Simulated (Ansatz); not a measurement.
Results of r²SCAN (Ansatz, a first-principles code, PAW) for corundum In2O3 (high-pressure phase).

Settings: plane-wave cutoff 560 eV, 8×8×8 k mesh, Fermi–Dirac smearing 0.01 eV, scalar-relativistic PAW data made under PBE.

Computed at the level's own relaxed cell.

Estimate the band gap, equilibrium lattice constant a and lattice parameter c that the calculation returns.


- band gap = 1.80 eV (on the SCF k mesh)
- equilibrium lattice constant a = 5.509 Å
- lattice parameter c = 14.563 Å

Spin–orbit coupling is not included.

Computed values are for the static lattice.

The result took roughly 100 core-seconds.
